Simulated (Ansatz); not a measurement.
The starting structures come from a database of crystals and need not be the phases stable at ambient conditions.

 Where the default PAW files enter, the runs use the earlier of Ansatz's two default sets.

Input:

```xyz
11
Lattice="4.9261 0.0000 0.0000 -0.7001 5.8204 0.0000 0.7001 1.6970 5.5675" Properties=species:S:1:pos:R:3 pbc="T T T"
Ca     2.4631     2.3062     1.7080
Ca     2.4631     5.2112     3.8595
As     4.8635     2.6301     4.3077
As     0.0626     4.8873     1.2599
O      3.9353     1.5372     3.4323
O      0.9909     5.9802     2.1353
O      0.9909     3.7313     0.4697
O      3.9353     3.7861     5.0979
O      0.0000     0.0000     0.0000
O      1.2179     3.2728     3.4398
O      3.7082     4.2446     2.1277
```

Space group of this cell: C2/m. The cell is taken as given; by r2SCAN its mean pressure is -1.6 GPa.

Transport runs along the normal of the first two printed cell vectors.

No gap correction and no spin-orbit coupling; mid-gap values are interpolated between computed energies.

Question: State the band gap and the smallest decay constant κ at mid-gap according to r2SCAN (Ansatz, a program for electronic structure).

Answer: Gap 4.34 eV on a 6×6×6 mesh; κ = 0.391 1/Å, at the zone centre.
